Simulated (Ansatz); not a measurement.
**C: response to strain**

The parent structure is C in the diamond structure (space group Fd-3m, No. 227; a = 3.560 Å). Axes: x, y, z lie along the cube axes.

Strains are applied to the cell and any free atomic positions relax; under biaxial strain the out-of-plane vector relaxes too.

The values are results of Ansatz (a program for electronic structure), r2SCAN, PAW, cutoff 500 eV, without spin-orbit coupling, not measurements.

```tsv
biaxial strain, plane normal [001], relaxed out of plane (%)	out-of-plane strain (%)
0	0.00
0.5	-0.11
1	-0.21
1.5	-0.32
2	?
2.5	-0.53
3	-0.63
```

Problem. Fit ε⊥ = −νε + γε² (strains in %) to the rows shown and predict the withheld row.

Solution. Least squares on the printed values gives ν = 0.22 (the biaxial Poisson response) and γ = 0.002 (largest residual 0.00 %); this predicts -0.42 %, and the run gives -0.43 %, in agreement.

Stability against distortions was not tested.
